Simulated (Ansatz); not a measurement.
## CsCl-type CaO (model structure) (like a known high-pressure phase): properties by level of theory

| level (code) | equilibrium lattice constant a (Å) | formation enthalpy (eV/atom) |
|---|---|---|
| LDA (Ansatz) | 2.848 | … |
| PBE-D4 (Ansatz) | 2.914 | … |
| rVV10 (Ansatz) | 2.933 | … |
| r²SCAN (Ansatz) | 2.903 | -2.742 |
| r²SCAN+rVV10 (Ansatz) | … | -2.819 |

### Question
Some entries are withheld; supply them.

### Answer

- LDA (Ansatz, a first-principles code), formation enthalpy (eV/atom): -2.895
- PBE-D4 (Ansatz), formation enthalpy (eV/atom): -2.587
- rVV10 (Ansatz), formation enthalpy (eV/atom): -2.726
- r²SCAN+rVV10 (Ansatz), equilibrium lattice constant a (Å): 2.892

Caveats: a distance lies near a switch of the dispersion term, which can move the cell (PBE-D4). Ansatz's density-functional and Hartree–Fock values are scalar-relativistic unless marked +SOC, with PAW data made under PBE.

Static lattice: no zero-point or thermal effects.

A model structure was made by putting elements into a prototype or built by hand; it is no filed structure, need not be a known phase, and can be a saddle point held by its symmetry.
